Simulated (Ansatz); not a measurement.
An Ansatz (a program for electronic structure) input (DFT with HSE06, PAW potentials and a 420 eV plane-wave cutoff in Ansatz, spin-orbit coupling left out):

Ansatz 0.2 input:
```yaml
crystal:
  lattice:
    - [5.9376078959, 0, 0]
    - [0, 5.9376078959, 0]
    - [0, 0, 5.9376078959]
  atoms:
    - { symbol: Cs, position: [0, 0, 0] }
    - { symbol: Pb, position: [0.5, 0.5, 0.5] }
    - { symbol: Br, position: [0, 0.5, 0.5] }
    - { symbol: Br, position: [0.5, 0.5, 0] }
    - { symbol: Br, position: [0.5, 0, 0.5] }
basis: { ecutwfc: 420, ecutrho_ratio: 4, xc_grid: 2, fft_grid_basis: typed }
kpoints: { mp_grid: { grid: [4, 4, 4] } }
hamiltonian:
  xc: hse06
  dispersion: none
  pseudopotentials: { kind: paw }
scf: { occupations: { method: fermi_dirac, width: 0.01 } }
output: { eigenvalues: true, eigenstates: { kpoints: [[0.5, 0.5, 0.5], [0, 0, 0], [0.5, 0.5, 0], [0, 0.5, 0]] } }
```

Which symmetry and how many k-points will the program report, and about how many plane waves at Γ?

Space group Pm-3m (ITA 221) with 48 operations, k-points 10 of 64, and 4067 plane waves at Γ.

Single points use the geometry relaxed with r2SCAN. HSE06 was sampled on its mesh, a few special points and the semilocal edge points, so its gap is an upper bound. No phonon test of stability was made. The cell is CsPbBr₃ in the cubic perovskite structure (space group Pm-3m, No. 221). Many cubic perovskites are stable only at high temperature; tilts and polar distortions were not tested. This is not the structure that CsPbBr3 has at room temperature and ambient pressure.
